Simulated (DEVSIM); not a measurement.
Structure: abrupt Si p-n junction, at 350 K.

| layer (left to right) | material | thickness (μm) | Nd (cm⁻³) | Na (cm⁻³) | τn (s) | τp (s) |
|---|---|---|---|---|---|---|
| 1 | Si | 0.200 | - | 8.3e16 | 6.4e-7 | 6.4e-7 |
| 2 | Si | 110 | 6.4e14 | - | 6.4e-7 | 6.4e-7 |

Left contact: ohmic. Right contact: ohmic. Voltage is applied to the left contact. Recombination: SRH at mid-gap, radiative, Auger. Gap narrowing is on: ΔEg = 6.92 meV × (l + √(l² + 0.5)), l = ln(N/1.3e17 cm⁻³), shared equally by both band edges. Mobility is constant in doping.

The device is made up for the run: typed textbook-type constants, with dimensions and the other settings drawn at random. Values at 300 K; Nc and Nv go as T^1.5, mobilities as T to minus their exponent, the gap by Varshni's rule with the affinity fixed.

```
parameter               Si
----------------  --------
gap (eV)             1.124
affinity (eV)         4.05
permittivity          11.7
Nc (cm⁻³)          2.86e19
Nv (cm⁻³)           3.1e19
μn (cm²/Vs)           1417
μp (cm²/Vs)            470
T exponent of μn       2.3
T exponent of μp       2.2
B (cm³/s)          4.7e-15
Cn (cm⁶/s)         2.8e-31
Cp (cm⁶/s)         9.9e-32
Varshni α (eV/K)  0.000473
Varshni β (K)          636
```

Model (solved in DEVSIM): 1D drift-diffusion, Boltzmann statistics, complete ionisation; no tunnelling, impact ionisation, image-force lowering or self-heating.

The doping Na of layer 1 was swept, all else fixed.

```tsv
doping Na of layer 1 (cm^-3)	dark forward voltage at 1 A/cm² (V)	largest field in the device at zero bias (V/cm)	potential step across the device at zero bias (V)
2.5e15	0.433	8400	0.489
8.3e15	0.473	9700	0.525
2.5e16	0.500	12000	0.558
8.3e16	0.523	19000	0.594
2.5e17	0.534	29000	0.623
8.3e17	0.541	47000	0.651
2.5e18	0.545	75000	0.677
```

From the first row to the last the dark forward voltage at 1 A/cm² goes from 0.433 to 0.545. From the first row to the last the largest field in the device at zero bias goes from 8400 to 75000.
